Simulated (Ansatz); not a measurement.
## Response to strain in LiCl

The parent structure is LiCl in the rock salt structure (space group Fm-3m, No. 225; a = 5.0642 Å). Axes: x, y, z lie along the cube axes.

Strains are applied to the cell and any free atomic positions relax; under biaxial strain the out-of-plane vector relaxes too.

Computed with PBEsol (Ansatz, a program for electronic structure), no SOC.

Candidates:
(a) biaxial strain +2.50 %, plane normal [001], relaxed out of plane
(b) biaxial strain +1.50 %, plane normal [001], relaxed out of plane
(c) biaxial strain −1.50 %, plane normal [001], relaxed out of plane
(d) biaxial strain +1.00 %, plane normal [001], relaxed out of plane
(e) biaxial strain +0.50 %, plane normal [001], relaxed out of plane

Q: Order them by out-of-plane strain, lowest first.

A: (a) biaxial strain +2.50 %, plane normal [001], relaxed out of plane (-1.57 %), (b) biaxial strain +1.50 %, plane normal [001], relaxed out of plane (-0.96 %), (d) biaxial strain +1.00 %, plane normal [001], relaxed out of plane (-0.65 %), (e) biaxial strain +0.50 %, plane normal [001], relaxed out of plane (-0.33 %), (c) biaxial strain −1.50 %, plane normal [001], relaxed out of plane (+1.03 %)

Whether these cells are dynamically stable was not tested.
